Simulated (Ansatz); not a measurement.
Functionals compared on NH3 on the 1x1 (110) surface of zinc-blende InP (cut with top plane In + P), one in a 2x1 cell, started at the site 'bridge In-P (span 5.2 Å)', in Ansatz (plane waves, PAW). The structure was relaxed with PBE; the other rows are single points on it, each with its references at the same level. Cutoff 420 eV (500 eV for r2SCAN). HSE06 used the coarser mesh 2x3x1.

Host crystal: zinc-blende InP, with a band gap (PBE, scalar-relativistic without spin-orbit coupling).

Slab: 24 atoms, 8.9 Å thick at the start under the adsorbate (thin: gaps and levels are the slab's own); k 3x4x1, smearing 0.01 eV, dipole-corrected; 8 atoms held, the rest relaxed; no symmetry held; no spin, no spin-orbit, no U, no dispersion correction. At the end it is bonded to In. In PBE it is, or lies within 0.03 eV of, the lowest of the starts that converged. These notes are the PBE run's. Adsorption energies are against NH3(g). A negative adsorption energy means that the adsorbate is more stable on the surface than in its reference.

```tsv
functional	adsorption energy (eV)	rough cost of the single point
PBE	-0.91	–
RPBE	-0.69	very roughly 4 core-minutes
r2SCAN	-1.10	very roughly 6 core-minutes
HSE06	-0.98	roughly 100 core-minutes
```

Ansatz is a first-principles code.
